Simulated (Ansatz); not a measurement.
F on the 1x1 (111) surface of fcc Cu, one in a 2x2 cell: adsorption energies (eV for each) against ½ F2(g) in Ansatz (plane waves, PAW). Structures relaxed with PBE; the other functionals are single points on them, with slab and gas at the same level. No dispersion, zero-point or thermal terms. Rows are starts at which the adsorbate stayed.

Model: 17-atom slab, 6.2 Å thick at the start under the adsorbate (thin: gaps and levels are the slab's own), 6x6x1 mesh, Fermi-Dirac 0.1 eV, dipole correction, 8 atoms held, the rest relaxed; each run with such symmetry as its start has; no spin, no spin-orbit, no U, no dispersion correction.

```json
[
 {"site": "top Cu", "PBE": "-2.24", "RPBE": "[?]", "r2SCAN": "-2.49"},
 {"site": "hollow Cu-Cu-Cu over Cu at depth 2.1 Å", "PBE": "-2.65", "RPBE": "[?]", "r2SCAN": "-3.03"},
 {"site": "hollow Cu-Cu-Cu over Cu at depth 4.1 Å", "PBE": "-2.68", "RPBE": "[?]", "r2SCAN": "-3.07"},
 {"site": "bridge Cu-Cu (span 2.6 Å)", "PBE": "-2.60", "RPBE": "[?]", "r2SCAN": "-2.96"}
]
```

Q: What belongs in the gaps?

A: 
- top Cu, RPBE: -2.13
- hollow Cu-Cu-Cu over Cu at depth 2.1 Å, RPBE: -2.47
- hollow Cu-Cu-Cu over Cu at depth 4.1 Å, RPBE: -2.49
- bridge Cu-Cu (span 2.6 Å), RPBE: -2.43

RPBE moves the energies by 0.16 eV on average against PBE and the two lowest sites lie within 0.02 eV at one of the levels. r2SCAN moves the energies by -0.35 eV on average against PBE and puts 'hollow Cu-Cu-Cu over Cu at depth 4.1 Å' lowest, as PBE does.

Ansatz is a program for electronic structure.
